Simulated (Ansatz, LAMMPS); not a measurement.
Si well of 21 atomic layers along [001] in random Si0.8Ge0.2, interfaces sharp

Cell 16.58 × 16.58 × 65.87 Å, Si758Ge106, 864 atoms. Prepared with Tersoff's 1989 multicomponent potential (SiCGe.tersoff) (LAMMPS): minimisation. 

That structure was relaxed on with PBE, support functions at accuracy medium on the grid of 370 eV run with Ansatz (a quantum-chemistry and plane-wave program). Basis: localised support functions (accuracy medium) on a full density matrix. k-points: zone centre alone; occupations: Fermi-Dirac, 0.010 eV; spin polarisation not allowed. Scalar-relativistic, no spin-orbit coupling.

What does DFT change in the classical structure?

The energy falls by 0.2 meV an atom over 3 steps; atoms move by 0.009 Å root mean square, 0.03 Å at most.
```json
[
 {"quantity": "4-fold atoms (%)", "classical minimum": "100.0", "after DFT steps": "100.0"},
 {"quantity": "spread of bond angles (°)", "classical minimum": "0.8", "after DFT steps": "0.9"}
]
```
